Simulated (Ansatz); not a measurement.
# InAs: response to strain

Start from InAs in the zinc blende structure (space group F-43m, No. 216).

Space group F-43m (No. 216); a = b = c = 6.0261 Å, α = β = γ = 90.00°

```tsv
atom	site	symmetry	x	y	z
In	4a	-43m	0.0000	0.0000	0.0000
As	4d	-43m	0.7500	0.7500	0.7500
```
(The calculation used a cell of 2 atoms; values per cell refer to that cell.)

Strains are applied to the cell and any free atomic positions relax.

Computed with Kohn–Sham DFT with the LDA functional, run in Ansatz (a program for electronic structure) with PAW and 420 eV plane waves, no SOC.

Candidates:
(a) isotropic strain +0.50 %
(b) isotropic strain −2.00 %
(c) isotropic strain +2.00 %

Notes on the quantities. energy relative to the base: free energy F.

Task: Order them by energy relative to the base, highest first.

Result: (b) isotropic strain −2.00 % (+20 meV/atom), (c) isotropic strain +2.00 % (+17 meV/atom), (a) isotropic strain +0.50 % (+1.1 meV/atom)

A case with no gap was solved on a k-mesh chosen for an insulator, which is coarse for it. Stability against distortions was not tested. The final runs are not spin-polarised.
